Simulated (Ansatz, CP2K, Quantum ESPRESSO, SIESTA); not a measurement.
## Code comparison for Ni₃Pb₂Se₂ (P1, 7 atoms in the cell)

Self-consistent single point, at a second geometry (atoms moved at random). First geometry:

```yaml
crystal:
  lattice:
    - [2.85635, 1.64911, 4.84348]
    - [-2.85635, 1.64911, 4.84348]
    - [0.00000, -3.29823, 4.84348]
  atoms:
    - { symbol: Ni, position: [0.00000, 0.00000, 0.50000] }
    - { symbol: Ni, position: [0.50000, 0.00000, 0.00000] }
    - { symbol: Ni, position: [0.00000, 0.50000, 0.00000] }
    - { symbol: Pb, position: [0.00000, 0.00000, 0.00000] }
    - { symbol: Pb, position: [0.50000, 0.50000, 0.50000] }
    - { symbol: Se, position: [0.72264, 0.72264, 0.72264] }
    - { symbol: Se, position: [0.27736, 0.27736, 0.27736] }
```

Second geometry:
```yaml
crystal:
  lattice:
    - [2.85635, 1.64911, 4.84348]
    - [-2.85635, 1.64911, 4.84348]
    - [0.00000, -3.29823, 4.84348]
  atoms:
    - { symbol: Ni, position: [0.99462, 0.00297, 0.49632] }
    - { symbol: Ni, position: [0.51503, 0.98512, 0.00930] }
    - { symbol: Ni, position: [0.98969, 0.50547, 0.99192] }
    - { symbol: Pb, position: [0.01399, 0.99525, 0.00594] }
    - { symbol: Pb, position: [0.49856, 0.49486, 0.49824] }
    - { symbol: Se, position: [0.71298, 0.73328, 0.73060] }
    - { symbol: Se, position: [0.27513, 0.28304, 0.26767] }
```

Shared settings, as Ansatz (a program for electronic structure) writes them: kpoints.mp_grid.grid = 4 4 4; scf.occupations.method = gaussian; scf.occupations.width = 0.1 eV. Potentials and cutoffs stand in the table.

```
code                                                                                                                                      model  ΔF from the first geometry (meV/atom)  pressure (GPa)  largest force (eV/Å)       cutoff
----------------  -----------------------------------------------------------------------------------------------------------------------------  -------------------------------------  --------------  --------------------  -----------
SIESTA            GGA PBEsol, numerical atomic orbitals DZP, PseudoDojo PBEsol standard norm-conserving potentials (rewritten from UPF to PSML)                                   21.5           -1.18                 1.972  grid 400 Ry
Quantum ESPRESSO                                                                                   PBEsol, PSlibrary PAW (PBE) pseudopotentials                                   11.8           -3.46                 1.036        55 Ry
Ansatz                                                                                                          PBEsol, PAW files made with PBE                                    9.7           -3.46                 0.847      default
CP2K                                                                 PBEsol, GPW, DZVP-MOLOPT-PBE-GTH basis, GTH-PBE potentials (POTENTIAL_UZH)                                   13.7           -0.33                     –  grid 600 Ry
```

Size of the force on each atom (eV/Å): Sizes of forces hide their directions.

```
code                Ni1    Ni2    Ni3    Pb4    Pb5    Se6    Se7
----------------  -----  -----  -----  -----  -----  -----  -----
SIESTA            0.355  0.826  0.941  0.296  0.151  1.972  0.572
Quantum ESPRESSO  0.293  0.695  0.786  0.246  0.110  1.036  0.205
Ansatz            0.270  0.650  0.730  0.239  0.104  0.847  0.299
```

A dash marks a value that a program does not give, or that is left out as unsure.

On Ansatz's run: spin-orbit coupling is off. Spin polarisation is off, so a magnetic state, if there is one, cannot be reached.

The spread over the programs that give each value: ΔF from the first geometry within 11.8 meV/atom; pressure within 3.13 GPa; largest force within 1.125 eV/Å.

SIESTA and CP2K use small atom-centred bases, whose incompleteness enters pressures, forces and empty levels differently from a plane-wave cutoff. Ansatz's pressure is given at a fixed set of plane waves, as the other plane-wave codes print theirs; with its correction for the finite basis it is -3.42 GPa. In the pressure, SIESTA (by 2.28) and CP2K (by 3.13) lie more than 1 GPa from the median of the plane-wave programs.

The starting cell comes from a database of computed structures (which also holds hypothetical and non-ambient phases and stackings), without a prior relaxation at this level. For this run, on top of that: atoms moved at random.

Keys are those of Ansatz 0.2.
